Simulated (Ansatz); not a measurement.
## GaN, pressure series

Start from GaN in the wurtzite structure (space group P6_3mc, No. 186).

```yaml
crystal:
  lattice:
    - [3.18258, 0.00000, 0.00000]
    - [-1.59129, 2.75619, 0.00000]
    - [0.00000, 0.00000, 5.18543]
  atoms:
    - { symbol: Ga, position: [0.33333, 0.66667, 0.00019] }
    - { symbol: Ga, position: [0.66667, 0.33333, 0.50019] }
    - { symbol: N, position: [0.33333, 0.66667, 0.37681] }
    - { symbol: N, position: [0.66667, 0.33333, 0.87681] }
```

Cell and atoms are relaxed at each pressure.

Level of theory: Ansatz (a first-principles code), PBEsol, PAW, cutoff 420 eV, without spin-orbit coupling.

Two rows of this table had their results exchanged by mistake.

| pressure | volume per atom (Å³) | shortest distance (Å) | band gap |
|---|---|---|---|
| pressure −2 GPa | 11.50 | 1.953 | 1.80 eV |
| pressure −1 GPa | 11.43 | 1.949 | 1.84 eV |
| pressure 0.9 GPa | 11.32 | 1.943 | 1.91 eV |
| pressure 2.1 GPa | 11.25 | 1.939 | 1.95 eV |
| pressure 4.5 GPa | 11.12 | 1.931 | 2.02 eV |
| pressure 9 GPa | 10.89 | 1.918 | 2.16 eV |
| pressure 15 GPa | 10.07 | 1.869 | 2.67 eV |
| pressure 22.5 GPa | 10.32 | 1.884 | 2.51 eV |
| pressure 30 GPa | 10.62 | 1.902 | 2.32 eV |

Question: Which two?

Answer: The rows for pressure 15 GPa and pressure 30 GPa: the volume has to fall steadily with pressure, so 10.62 Å³ belongs to pressure 15 GPa and 10.07 Å³ to pressure 30 GPa.

Load acts through the strain it causes; cell and atoms are relaxed under it. No phonon test of stability was made. Tetrahedral semiconductors of this kind turn to denser phases somewhere between about 1 and 50 GPa; those were not computed, so compressed cells here can lie past the real transition.
